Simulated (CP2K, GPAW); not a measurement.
A CP2K input for a self-consistent single point of MnF2 (P4_2/mnm, 6 atoms in the cell) (DFT PBE, GPW, DZVP-MOLOPT-SR-GTH basis, GTH-PBE potentials (GTH_POTENTIALS)):

```
&GLOBAL
  PROJECT run
  RUN_TYPE ENERGY_FORCE
  PRINT_LEVEL MEDIUM
&END GLOBAL
&FORCE_EVAL
  METHOD Quickstep
  STRESS_TENSOR ANALYTICAL
  &DFT
    BASIS_SET_FILE_NAME BASIS_MOLOPT
    POTENTIAL_FILE_NAME GTH_POTENTIALS
    UKS T
    MULTIPLICITY 9
    &QS
      METHOD GPW
      EPS_DEFAULT 1E-11
    &END QS
    &MGRID
      CUTOFF 600
      REL_CUTOFF 40
      NGRIDS 5
    &END MGRID
    &SCF
      SCF_GUESS ATOMIC
      EPS_SCF 1E-6
      MAX_SCF 100
      ADDED_MOS 12 12
      &DIAGONALIZATION
        ALGORITHM STANDARD
      &END DIAGONALIZATION
      &MIXING
        METHOD BROYDEN_MIXING
        ALPHA 0.3
        NBUFFER 10
        BETA 1.5
      &END MIXING
      &SMEAR ON
        METHOD FERMI_DIRAC
        ELECTRONIC_TEMPERATURE [K] 580.23
      &END SMEAR
    &END SCF
    &KPOINTS
      SCHEME MONKHORST-PACK 4 4 5
      GAMMA_CENTERED T
    &END KPOINTS
    &XC
      &XC_FUNCTIONAL PBE
      &END XC_FUNCTIONAL
    &END XC
    &PRINT
      &MO
        EIGENVALUES T
        OCCUPATION_NUMBERS T
        NDIGITS 8
        FILENAME mo
        &EACH
          QS_SCF 0
        &END EACH
        ADD_LAST NUMERIC
      &END MO
      &MULLIKEN ON
      &END MULLIKEN
    &END PRINT
  &END DFT
  &SUBSYS
    &CELL
      ABC 4.82240000 4.82240000 3.27601500
      ALPHA_BETA_GAMMA 90.00000000 90.00000000 90.00000000
      PERIODIC XYZ
    &END CELL
    &COORD
      Mn       2.41120000     2.41120000     1.63800750
      Mn       0.00000000     0.00000000     0.00000000
      F        3.35238781     3.35238781     0.00000000
      F        1.47001219     1.47001219     0.00000000
      F        3.88121219     0.94118781     1.63800750
      F        0.94118781     3.88121219     1.63800750
    &END COORD
    &KIND Mn
      BASIS_SET DZVP-MOLOPT-SR-GTH
      POTENTIAL GTH-PBE-q15
      MAGNETIZATION 4
    &END KIND
    &KIND F
      BASIS_SET DZVP-MOLOPT-SR-GTH
      POTENTIAL GTH-PBE-q7
    &END KIND
  &END SUBSYS
  &PRINT
    &FORCES ON
    &END FORCES
    &STRESS_TENSOR ON
    &END STRESS_TENSOR
  &END PRINT
&END FORCE_EVAL
```

### Question
Write the same calculation as an input for GPAW.

### Answer
One input that does it (others would too):

```python
from ase import Atoms
from ase.units import GPa
from gpaw import GPAW

atoms = Atoms(['Mn', 'Mn', 'F', 'F', 'F', 'F'],
              cell=[[4.822400, 0.000000, 0.000000],
                    [0.000000, 4.822400, 0.000000],
                    [0.000000, 0.000000, 3.276015]],
              positions=[[2.411200, 2.411200, 1.638008],
                         [0.000000, 0.000000, 0.000000],
                         [3.352388, 3.352388, 0.000000],
                         [1.470012, 1.470012, 0.000000],
                         [3.881212, 0.941188, 1.638008],
                         [0.941188, 3.881212, 1.638008]],
              pbc=True)

atoms.set_initial_magnetic_moments([4.0, 4.0, 0.0, 0.0, 0.0, 0.0])

calc = GPAW(spinpol=True,
            mode={'name': 'pw', 'ecut': 900},
            xc='PBE',
            kpts={'size': (4, 4, 5), 'gamma': True},
            occupations={'name': 'fermi-dirac', 'width': 0.05},
            nbands=-8,
            convergence={'density': 1e-05, 'energy': 1e-05, 'bands': -6},
            symmetry={'symmorphic': False, 'tolerance': 0.0005},
            maxiter=150,
            txt='-')

atoms.calc = calc

energy = atoms.get_potential_energy()
print('Energy (eV):', round(energy, 6))
forces = atoms.get_forces()
print('Forces (eV/Ang):')
print(forces.round(5))
stress = atoms.get_stress()
print('Stress (GPa, Voigt):', (stress / GPa).round(4))
```

Basis, cutoffs, solver keys and any potentials are the target program's own. This input uses DFT PBE, plane waves, GPAW PAW datasets PBE (gpaw-data 1.0.1).

The starting cell comes from a database of computed structures (which also holds hypothetical and non-ambient phases and stackings), without a prior relaxation at this level. Its lattice was rescaled by a random factor within 2.5 % of one. For this run, on top of that: lattice scaled by 0.98.
